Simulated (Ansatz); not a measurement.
Where the default PAW files enter, the runs use the earlier of Ansatz's two default sets.

Inside the gap of an insulator the Bloch states are evanescent, with a wavenumber k + iκ along the transport direction.

Consider the following.

```yaml
crystal:
  lattice:
    - [4.14370, 0.00000, 0.00000]
    - [0.00000, 5.86008, 0.00000]
    - [0.00000, 2.93004, 2.93004]
  atoms:
    - { symbol: Cs, position: [0.00000, 0.00000, 0.00000] }
    - { symbol: Cl, position: [0.50000, 0.50000, 0.00000] }
```

Space group of this cell: Pm-3m, CsCl type. The cell is taken as given.

Transport runs along the normal of the first two printed cell vectors, the (110) plane of the conventional cell.

The gap is the functional's own, uncorrected, and κ follows it; spin-orbit coupling is left out. Mid-gap values are interpolated between the computed energies.

### Question
Compute, with r2SCAN (Ansatz, a first-principles code), the band gap and the smallest decay constant κ at mid-gap.

### Answer
Gap 5.92 eV on a 10×10×10 mesh; κ = 0.390 1/Å, at the zone centre.
